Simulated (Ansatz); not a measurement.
System: cubic perovskite RbMnF3. Method: BLYP (PAW; Ansatz, a quantum-chemistry and plane-wave program).

Settings: plane-wave cutoff 520 eV, 8×8×8 k mesh, Fermi–Dirac smearing 0.01 eV, spin-polarised start, scalar-relativistic PAW data made under PBE.

Pressure at four volumes; x = ln(V/16.355 Å³). One pressure is withheld.

```csv
V (Å³/atom),x,P (GPa)
15.374,-0.0619,4.14
16.355,0.0000,0.00
17.009,0.0392,-2.07
17.337,0.0583,?
```

Pass a parabola P(x) through the three rows shown, estimate the bulk modulus and its pressure derivative near zero pressure, and predict the withheld pressure.

Slopes between the rows: (0.00 − (4.14))/(0.0000 − (-0.0619)) = -66.88 and (-2.07 − (0.00))/(0.0392 − (0.0000)) = -52.81 GPa. Their difference over the span 0.1011 is c = 14.07/0.1011 = 139.2 GPa, so P(x) = 4.14 + (-66.88)(x − (-0.0619)) + 139.2 (x − (-0.0619))(x − (0.0000)). At the middle row B = −dP/dx = −[-66.88 + 139.2 × 0.0619] = 58.3 GPa, and B′ = dB/dP = 2c/B = 4.8. At x = 0.0583 the parabola gives -2.92 GPa; the run gives -2.95 GPa. The Birch–Murnaghan fit to the energies at all volumes has B0 = 57.9 GPa and B′ = 4.7.

Note: the magnetic order was assumed, not searched for or taken from measurement; the relaxation could not lower the start's symmetry, so the cell can be a saddle point above a distorted one.
